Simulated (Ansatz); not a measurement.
The starting structures come from a database of crystals and need not be the phases stable at ambient conditions.

By PBEsol, the system below comes out a metal.

Crystal: Al$_{3}$Pd$_{2}$ (P-3m1, not sure to be the ambient phase, 5 atoms a cell, 15.9 Å³ an atom); planes in its conventional cell.

Computed with PBEsol (plane waves, PAW; Ansatz, a program for electronic structure).

Ballistic conductance counts the channels of both spins, as a mean over 0.1 eV about the Fermi level; spin-orbit coupling is left out.

```
plane  area (Å²)  G/A (10¹⁵ S/m²)
-----  ---------  ---------------
(001)       15.4             0.45
(100)       21.8              [?]
```

Question: Some entries are withheld; supply them.

Answer: 
- (100), G/A (10¹⁵ S/m²): 0.56
